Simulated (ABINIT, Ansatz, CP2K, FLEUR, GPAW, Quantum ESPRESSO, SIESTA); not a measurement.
## MgH₂ (P4_2/mnm, 6 atoms in the cell) computed with different codes at matched settings

Self-consistent single point, at a second geometry (lattice scaled by 0.98). First geometry:

```
MgH2
1.0
    4.52000     0.00000     0.00000
    0.00000     4.52000     0.00000
    0.00000     0.00000     3.02000
Mg H
2 4
Direct
  0.00000   0.00000   0.00000
  0.50000   0.50000   0.50000
  0.30400   0.30400   0.00000
  0.80400   0.19600   0.50000
  0.19600   0.80400   0.50000
  0.69600   0.69600   0.00000
```

Shared settings, as Ansatz (an electronic-structure program) writes them: kpoints.mp_grid.grid = 5 5 7; scf.occupations.method = fermi_dirac; scf.occupations.width = 0.01 eV. Potentials and cutoffs stand in the table.

```tsv
code	model	ΔF from the first geometry (meV/atom)	pressure (GPa)	largest force (eV/Å)	gap on the mesh (eV)	cutoff
GPAW	PBE, GPAW PAW datasets PBE (gpaw-data 1.0.1)	5.2	3.13	0.000	4.044	850 eV
CP2K	PBE, GPW, DZVP-MOLOPT-SR-GTH basis, GTH-PBE potentials (GTH_POTENTIALS)	0.6	2.01	0.101	3.529	grid 1000 Ry
SIESTA	GGA PBE, numerical atomic orbitals DZP, PseudoDojo PBE standard norm-conserving potentials (rewritten from UPF to PSML)	8.7	4.26	0.006	4.011	grid 350 Ry
Quantum ESPRESSO	PBE, GBRV 1.5 ultrasoft (PBE) pseudopotentials	5.3	3.17	0.002	4.038	40 Ry
FLEUR	PBE, all-electron FLAPW (FLEUR), scalar-relativistic valence	5.3	–	0.002	4.040	Kmax 4.4 1/bohr
ABINIT	PBE, norm-conserving pseudopotentials (PseudoDojo nc-sr-05 PBE standard)	5.6	3.24	0.003	4.036	42 Ha
Ansatz	PBE, default PAW files	5.3	3.06	0.000	4.042	default
```

A dash marks a value that a program does not give, or that is left out as unsure.

Gaps are read on the mesh.

The spread over the programs that give each value: ΔF from the first geometry within 8.1 meV/atom; pressure within 2.25 GPa; largest force within 0.101 eV/Å; gap on the mesh within 0.515 eV.

CP2K and SIESTA use small atom-centred bases, whose incompleteness enters pressures, forces and empty levels differently from a plane-wave cutoff. FLEUR treats all electrons, but the usual bases taken here (sphere radii, linearisation, local orbitals, empty states) were not tested for convergence, so the values are no reference for the others. Ansatz's pressure is given at a fixed set of plane waves, as the other plane-wave codes print theirs; with its correction for the finite basis it is 3.19 GPa. In the pressure, CP2K (by 1.14) and SIESTA (by 1.12) lie more than 1 GPa from the median of the plane-wave programs. In the gap, CP2K (by 0.511) lies more than 0.12 eV from the median of the plane-wave programs. In the force vectors, CP2K (by 0.099) lies more than 0.08 eV/Å from the median of the plane-wave programs.

The starting cell has typed, rounded lattice constants, without a prior relaxation at this level. For this run, on top of that: lattice scaled by 0.98.

Keys are those of Ansatz 0.2.
